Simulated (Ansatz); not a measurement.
The reference is Si in the diamond structure (space group Fd-3m, No. 227; a = 5.444 Å). Axes: x, y, z lie along the cube axes.

It is then changed as follows: compressive biaxial strain of 1.11 % in the plane normal to [001], as in epitaxy on a mismatched substrate; the out-of-plane cell vector and the atoms relax.

Levels (all Ansatz, an electronic-structure program, PAW): r2SCAN (500 eV, no spin-orbit coupling); HSE06+SOC (420 eV, noncollinear with spin-orbit coupling).

The geometry is relaxed with r2SCAN.

```
Item                                        Result
----------------------------  --------------------
r2SCAN valence-band top at Γ  0.00, 0.00, -0.15 eV
r2SCAN band gap                            0.64 eV
```

With HSE06+SOC at the same geometry, the valence-band top at Γ (three highest Kramers pairs, from the VBM) goes from 0.00, 0.00, -0.15 eV to 0.00, -0.03, -0.17 eV; the band gap increases by 0.35 eV (0.64 eV → 0.99 eV).

Single points use the geometry relaxed with r2SCAN. HSE06 was sampled on its mesh, a few special points and the semilocal edge points, so its gap is an upper bound. The spin-orbit shifts are approximate. Whether these cells are dynamically stable was not tested.
